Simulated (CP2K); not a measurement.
Band structure of CdF2 (Fm-3m, 3 atoms in the cell).

```
CdF2
1.0
    3.80689     0.00000     0.00000
    1.90345     3.29686     0.00000
    1.90345     1.09895     3.10831
Cd F
1 2
Direct
  0.00000   0.00000   0.00000
  0.25000   0.25000   0.25000
  0.75000   0.75000   0.75000
```

Method of the run: CP2K 2026.2 with PBE, GPW, DZVP-MOLOPT-SR-GTH basis, GTH-PBE potentials (GTH_POTENTIALS).

Settings: CUTOFF = 550 Ry; REL_CUTOFF = 50 Ry; KPOINTS/SCHEME = MONKHORST-PACK 7 7 7; XC_FUNCTIONAL = PBE; Cd/BASIS_SET = DZVP-MOLOPT-SR-GTH-q12; Cd/POTENTIAL = GTH-PBE-q12; F/BASIS_SET = DZVP-MOLOPT-SR-GTH-q7; F/POTENTIAL = GTH-PBE-q7; METHOD = GPW; EPS_DEFAULT = 1e-10; EXTRAPOLATION = USE_GUESS; NGRIDS = 5; SCF_GUESS = ATOMIC; EPS_SCF = 1e-06.

The starting cell comes from a database of computed structures (which also holds hypothetical and non-ambient phases and stackings), without a prior relaxation at this level. Its lattice was rescaled by a random factor within 2.5 % of one. Values carry the incompleteness of an atom-centred basis.

Problem. Predict the gap along the standard path and the places of the band edges.

Solution. The gap along the path is 3.04 eV, from W to Γ; the smallest direct gap on it is 3.54 eV.

Levels in eV from the top of the valence band on the SCF mesh, bands 10 to 14:
| point | 10 | 11 | 12 | 13 | 14 |
|---|---|---|---|---|---|
| Γ | -0.91 | -0.44 | -0.44 | -0.44 | 3.10 |
| X | -2.92 | -0.44 | -0.03 | -0.03 | 8.28 |
| W | -1.48 | -1.48 | -0.53 | 0.06 | 8.26 |
| K | -2.28 | -0.89 | -0.28 | -0.14 | 8.14 |
| L | -1.79 | -1.79 | -0.34 | -0.34 | 7.29 |
| U | -2.28 | -0.89 | -0.28 | -0.14 | 8.14 |

Higher empty bands are left out: an atom-centred basis made for the valence describes them poorly.
